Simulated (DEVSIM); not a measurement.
Structure: Ni/SiO2/n-Si capacitor, at 250 K.

Layer 1 from the left is SiO2, thickness (nm) 1.90. Layer 2 from the left is Si, thickness (nm) 6800, Nd (cm⁻³) 7.2e15.

Metal gate on the left, work function 5.1 eV. Fixed charge at the semiconductor interface 0 cm⁻² (in units of +e); interface traps 1e12 cm⁻² eV⁻¹, uniform in energy, neutral level at 0.5 of the gap above the valence band.

The device is made up for the run: typed textbook-type constants, with dimensions and the other settings drawn at random. Values at 300 K; Nc and Nv go as T^1.5, mobilities as T to minus their exponent, the gap by Varshni's rule with the affinity fixed.

SiO2: gap (eV) 9, affinity (eV) 0.9, permittivity 3.9. Si: gap (eV) 1.124, affinity (eV) 4.05, permittivity 11.7, Nc (cm⁻³) 2.86e19, Nv (cm⁻³) 3.1e19, Varshni α (eV/K) 0.000473, Varshni β (K) 636.

Simulated with DEVSIM: 1D Poisson equation in equilibrium, Boltzmann statistics, complete ionisation; no quantum confinement or tunnelling. Metal contacts follow the ideal Schottky-Mott rule: no Fermi-level pinning, no interface dipoles.

What does the simulation give for the flat-band voltage, the threshold voltage (band bending 2φF)?

flat-band voltage 0.91 V; threshold voltage (band bending 2φF) 0.03 V.
